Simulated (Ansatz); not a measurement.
## SrCl2: energy against strain

SrCl2 (fluorite, Fm-3m, 27.469 Å³/atom at rest) under an equal strain ε in the (001) plane with the normal axis free, as in a coherent film. PBEsol in Ansatz, a plane-wave DFT program (PAW, default set), 420 eV, 8×8×8 Γ-centred mesh, Fermi-Dirac smearing 0.05 eV; ions are relaxed within the symmetry of each cell.

Here s stands for strain and y for E less E0.

| strain (%) | E less E0 (meV/atom) |
|---|---|
| -3.00 | ? |
| -1.50 | 3.26 |
| -1.00 | 1.44 |
| -0.50 | 0.36 |
| 0.00 | 0.00 |
| 0.50 | 0.35 |
| 1.00 | 1.38 |
| 1.50 | 3.08 |

The 7 complete rows are fitted with a parabola, y against s. Least squares gives y = 0.002 - 0.0479·s + 1.4081·s². Residuals (row less fit): 0.018, -0.018, -0.018, -0.002, 0.020, 0.018, -0.018; standard error 0.022 (degrees of freedom: 4). Twice the quadratic coefficient over the volume, 2 × 1.4081 meV × 10⁴ × 0.1602 / 27.469 Å³, is twice the biaxial elastic modulus of this plane = 164 ± 1.1 GPa.

Task: Estimate the missing y (s = -3.00); what did the run itself give?

Result: y = 0.002 - 0.0479 × (-3.0) + 1.4081 × (-3.0)² = 12.819 meV/atom. The calculation gives 13.40 meV/atom, 0.581 meV/atom above the prediction (4.3 % of the range of y in the table). The row lies outside the fitted rows, so this is an extrapolation. From the scatter of the fitted rows alone, a prediction at this place has a standard error of 0.086 meV/atom, so the miss is 6.8 times that.

One order more, fitted to all 13 runs of the series, follows each within 0.01, so the miss is the next term of a smooth law. Rows are the converged runs of the series near zero and its far end; series whose fitted rows scatter by over a few per cent of the range, as at a crossing or softening among them, aren't shown in this form. Most that stay on the fit to the last digits aren't either.
